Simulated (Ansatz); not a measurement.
Given:

```
CELL_PARAMETERS angstrom
      3.19640     0.00000     0.00000
      0.00000     3.19640     0.00000
      1.59820    -1.59820     2.23682
ATOMIC_POSITIONS crystal
  Ga 0.00000 0.00000 0.00000
  N  0.75000 0.75000 0.50000
```

No spin polarisation.

Computed with r2SCAN/PAW in Ansatz (a program for electronic structure), spin-orbit coupling left out. k-mesh 13×13×13 (Γ-centred); smearing 0.05 eV (Fermi–Dirac).

Task: What is the computed band gap?

Result: 2.11 eV.

Task: What is the computed mean in-plane stress (compression positive)?

Result: -1.3 GPa.

The cells carry an imposed strain or load. Stability against distortions was not tested. The cell was made from GaN in the zinc blende structure (space group F-43m, No. 216) by this change: biaxial strain +0.50 %, plane normal [001], relaxed out of plane. This is not the structure that GaN has at room temperature and ambient pressure.
